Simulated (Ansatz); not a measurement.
**What pressure 3 GPa does to Ti2InC**

Start from Ti₂InC (space group P6_3/mmc, No. 194; a = 3.108 Å, c = 14.032 Å; a cell from a computed database, its experimental status unchecked).

Now apply this change: cell and atoms relaxed at a pressure of 3 GPa.

Level of theory: DFT with PBEsol, PAW potentials and a 420 eV plane-wave cutoff in Ansatz (an electronic-structure program), scalar-relativistic without spin-orbit coupling. Settings: 17×17×4 k-points, 0.05 eV Fermi–Dirac smearing.

```json
[
 {"quantity": "volume per atom", "base": "14.67 Å³", "changed": "14.37 Å³", "shift": "-0.30 Å³"},
 {"quantity": "density", "base": "6.30 g/cm³", "changed": "6.43 g/cm³", "shift": "+0.13 g/cm³"},
 {"quantity": "lattice parameter a", "base": "3.108 Å", "changed": "3.088 Å", "shift": "-0.0195 Å"},
 {"quantity": "c/a ratio", "base": "4.516", "changed": "4.508", "shift": "-0.0074"},
 {"quantity": "shortest interatomic distance", "base": "2.106 Å", "changed": "2.097 Å", "shift": "-0.0097 Å"},
 {"quantity": "enthalpy H = E + PV relative to the base's energy", "base": "–", "changed": "+0.27 eV/atom", "shift": "–"},
 {"quantity": "band gap", "base": "zero", "changed": "zero", "shift": "–"}
]
```

Final structure:

```xyz
8
Lattice="3.0880 0.0000 0.0000 -1.5440 2.6743 0.0000 0.0000 0.0000 13.9217" Properties=species:S:1:pos:R:3 pbc="T T T"
Ti     1.5440     0.8914     8.0642
Ti     0.0000     1.7829     5.8575
Ti     0.0000     1.7829     1.1033
Ti     1.5440     0.8914    12.8184
In     1.5440     0.8914     3.4804
In     0.0000     1.7829    10.4413
C      0.0000     0.0000     6.9608
C      0.0000     0.0000     0.0000
```

Load acts through the strain it causes; cell and atoms are relaxed under it. Whether these cells are dynamically stable was not tested. All final runs are without spin polarisation.
